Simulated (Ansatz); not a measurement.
**What In → Ga does to InAs**

Start from InAs in the zinc blende structure (space group F-43m, No. 216; a = 6.187 Å).

The change: full substitution In → Ga, then cell and atoms are relaxed.

Level of theory: Ansatz (a program for electronic structure), PBE, PAW, cutoff 420 eV, scalar-relativistic without spin-orbit coupling, earlier PAW set. k-mesh 10×10×10 (Γ-centred); smearing 0.05 eV (Fermi–Dirac), for the changed cell.

```tsv
quantity	base	changed	shift
volume per atom	29.60 Å³	23.72 Å³	-5.88 Å³
density	5.32 g/cm³	5.06 g/cm³	-0.26 g/cm³
lattice parameter a	11.691 bohr	10.859 bohr	-0.8325 bohr
space group	F-43m (No. 216)	F-43m (No. 216)	–
shortest interatomic distance	5.062 bohr	4.702 bohr	-0.360 bohr
band gap	zero	0.16 eV	–
```

Final structure:

```xyz
2
Lattice="0.0000 2.8730 2.8730 2.8730 0.0000 2.8730 2.8730 2.8730 0.0000" Properties=species:S:1:pos:R:3 pbc="T T T"
As     4.3096     4.3096     4.3096
Ga     0.0000     0.0000     0.0000
```

No phonon test of stability was made. All final runs are without spin polarisation. The zero or small gap of GaAs and InAs can change with the level of theory.
